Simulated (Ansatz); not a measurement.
The reference is AlN in the rock salt structure (space group Fm-3m, No. 225; a = 4.0452 Å; a model cell, its experimental status unchecked).

Calculations: plane-wave PAW DFT at the PBEsol level (Ansatz, a quantum-chemistry and plane-wave program, 420 eV), scalar-relativistic without spin-orbit coupling.

Carriers are added at fixed cell with a uniform background; the Fermi–Dirac width is that of 300 K.

One change was made to it. Results:

```tsv
quantity	base	after
Fermi level relative to the doped band's edge (positive inside the band; to 0.05 eV)	–	+0.35 eV
gap character	indirect, Γ → X	indirect, Γ → X
```

Problem. What was done to the base?
A. holes 1.0×10^21 cm⁻³
B. electrons 1.0×10^22 cm⁻³
C. holes 7.0×10^20 cm⁻³
D. electrons 1.0×10^21 cm⁻³
E. holes 5.0×10^20 cm⁻³

Solution. D, electrons 1.0×10^21 cm⁻³. For comparison, the Fermi level from band edge in the other runs: holes 1.0×10^21 cm⁻³ gives +0.10 eV; holes 5.0×10^20 cm⁻³ gives +0.05 eV; electrons 1.0×10^22 cm⁻³ gives +1.20 eV; holes 7.0×10^20 cm⁻³ gives +0.10 eV.

Carriers are added with a uniform compensating background; total energy and stress of such cells depend on the potential's zero and are not compared; many-body gap narrowing is missing at this level. Whether these cells are dynamically stable was not tested. The base started in P3_121 and relaxed to Fm-3m at this level. This is not the structure that AlN has at room temperature and ambient pressure.
